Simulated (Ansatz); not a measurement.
## Pressure series in Si

The parent structure is Si in the diamond structure (space group Fd-3m, No. 227; a = 5.444 Å).

Cell and atoms are relaxed at each pressure.

Computed with DFT with r2SCAN, PAW potentials and a 500 eV plane-wave cutoff in Ansatz (a program for electronic structure), without spin-orbit coupling.

Candidates:
(a) pressure 3 GPa
(b) pressure 10 GPa
(c) pressure 5 GPa
(d) pressure −1 GPa

For the base:

The band gap comes out as 0.78 eV.

Q: Order them by band gap, lowest first.

A: (b) pressure 10 GPa (0.61 eV), (c) pressure 5 GPa (0.69 eV), (a) pressure 3 GPa (0.72 eV), (d) pressure −1 GPa (0.79 eV)

Load acts through the strain it causes; cell and atoms are relaxed under it. No phonon test of stability was made. Tetrahedral semiconductors of this kind turn to denser phases somewhere between about 1 and 50 GPa; those were not computed, so compressed cells here can lie past the real transition.
